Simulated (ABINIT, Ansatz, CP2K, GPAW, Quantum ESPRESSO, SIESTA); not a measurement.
## Code comparison for AlCo (Pm-3m, 2 atoms in the cell)

Self-consistent single point, at a second geometry (lattice scaled by 0.98). First geometry:

```
CELL_PARAMETERS angstrom
      2.79515     0.00000     0.00000
      0.00000     2.79515     0.00000
      0.00000     0.00000     2.79515
ATOMIC_POSITIONS crystal
  Al 0.00000 0.00000 0.00000
  Co 0.50000 0.50000 0.50000
```

Shared settings, as Ansatz (a program for electronic structure) writes them: kpoints.mp_grid.grid = 9 9 9; scf.occupations.method = gaussian; scf.occupations.width = 0.272 eV. Potentials and cutoffs stand in the table.

```
code                                                                                                                                model  ΔF from the first geometry (meV/atom)  pressure (GPa)       cutoff
----------------  -----------------------------------------------------------------------------------------------------------------------  -------------------------------------  --------------  -----------
CP2K                                                              PBE, GPW, DZVP-MOLOPT-SR-GTH basis, GTH-PBE potentials (GTH_POTENTIALS)                                   71.2           25.91  grid 600 Ry
SIESTA            GGA PBE, numerical atomic orbitals DZP, PseudoDojo PBE standard norm-conserving potentials (rewritten from UPF to PSML)                                   73.7           26.58  grid 350 Ry
ABINIT                                                                                                        PBE, PAW (JTH v2.0 PBE PAW)                                   80.8           28.18        60 Ry
Quantum ESPRESSO                                                          PBE, PseudoDojo standard norm-conserving (PBE) pseudopotentials                                   79.4           28.03       100 Ry
GPAW                                                                                         PBE, GPAW PAW datasets PBE (gpaw-data 1.0.1)                                   87.0           30.07       850 eV
Ansatz                                                                                                                     PBE, PAW files                                   79.6           28.02       420 eV
```

On Ansatz's run: spin polarisation is off.

The spread over the programs that give each value: ΔF from the first geometry within 15.8 meV/atom; pressure within 4.16 GPa.

CP2K and SIESTA use small atom-centred bases, whose incompleteness enters pressures, forces and empty levels differently from a plane-wave cutoff. Ansatz's pressure is given at a fixed set of plane waves, as the other plane-wave codes print theirs; with its correction for the finite basis it is 28.12 GPa. In the pressure, CP2K (by 2.19), SIESTA (by 1.52) and GPAW (by 1.97) lie more than 1 GPa from the median of the plane-wave programs.

The starting cell comes from a database of computed structures (which also holds hypothetical and non-ambient phases and stackings), without a prior relaxation at this level. Its lattice was rescaled by a random factor within 2.5 % of one. For this run, on top of that: lattice scaled by 0.98.

Left out of this page: Elk and FLEUR (not drawn, or without a comparable value).

Keys are those of Ansatz 0.2.
